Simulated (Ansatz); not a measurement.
**Mo: response to strain**

Base system: Mo in the bcc (W type) structure (space group Im-3m, No. 229; a = 3.1607 Å).

Strains are applied to the cell and any free atomic positions relax.

All numbers come from PBE (Ansatz, a program for electronic structure; PAW; 420 eV plane waves; no SOC).

```
isotropic strain (%)  pressure (GPa)
--------------------  --------------
-5.27                           59.3
-2.85                              ?
-2.41                           22.2
0                                0.0
1.28                            -9.1
```

### Question
Fit P = P₀ − Bδ + Cδ² with δ = (1 + ε)³ − 1 to the rows shown and predict the withheld row.

### Answer
Least squares on the printed values gives P₀ = -0.4 GPa, B = 257 GPa, C = 939 GPa (largest residual 0.4 GPa); this predicts 27.5 GPa, and the run gives 27.1 GPa, 0.4 lower.

Stability against distortions was not tested. All final runs are without spin polarisation.
